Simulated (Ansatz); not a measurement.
**MgF2, pressure series**

Take MgF2 in the rutile structure (space group P4_2/mnm, No. 136) as the base.

```
CELL_PARAMETERS angstrom
      4.62599     0.00000     0.00000
      0.00000     4.62599     0.00000
      0.00000     0.00000     3.04917
ATOMIC_POSITIONS crystal
  Mg 0.50000 0.50000 0.50000
  Mg 0.00000 0.00000 0.00000
  F  0.69708 0.69708 0.00000
  F  0.30292 0.30292 0.00000
  F  0.80292 0.19708 0.50000
  F  0.19708 0.80292 0.50000
```

Cell and atoms are relaxed at each pressure.

Calculations: Kohn–Sham DFT with the r2SCAN functional, run in Ansatz (a quantum-chemistry and plane-wave program) with PAW and 500 eV plane waves, spin-orbit coupling left out, earlier PAW set.

Candidates:
(a) pressure −2 GPa
(b) pressure 50 GPa
(c) pressure 3 GPa

Base values:

```
Property   Result
--------  -------
Band gap  8.06 eV
```

Problem. Order them by band gap, highest first.

Solution. (b) pressure 50 GPa (10.15 eV), (c) pressure 3 GPa (8.25 eV), (a) pressure −2 GPa (7.92 eV)

Load acts through the strain it causes; cell and atoms are relaxed under it. Stability against distortions was not tested. Competing high-pressure phases were not computed.
